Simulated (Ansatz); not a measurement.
The starting structures come from a database of crystals and need not be the phases stable at ambient conditions.

The decay constant κ of evanescent states in the gap governs leakage through a thin film.

Data:

```xyz
8
Lattice="6.9850 0.0114 -0.0209 2.0974 6.6627 -0.0209 2.7903 -3.0710 5.6190" Properties=species:S:1:pos:R:3 pbc="T T T"
Tl     5.9363    -0.7592     1.3891
Tl     3.8389    -2.3004     4.2091
Ag     3.4925     2.5664     1.3891
Ag     8.3801     1.0366     4.1882
I      7.3314    -1.6033     4.5765
I      4.5412     5.2063     1.0008
I      4.2277     1.2374     3.8207
I      7.6448     2.3656     1.7566
```

The cell was relaxed by PBE-D3(BJ); by r2SCAN it stands under a pressure of 1.2 GPa.

Transport runs along the normal of the first two printed cell vectors, the (101) plane of the conventional cell.

The gap is the functional's own. No spin-orbit coupling. Mid-gap values are those at the computed energy nearest the middle.

### Question
State the band gap and the smallest decay constant κ at mid-gap according to r2SCAN (Ansatz, a quantum-chemistry and plane-wave program).

### Answer
Gap 1.80 eV on a 6×6×6 mesh; κ = 0.223 1/Å, at (0.500, 0.333) of the in-plane reciprocal vectors. At the zone centre the slowest state has κ = 0.25 1/Å.
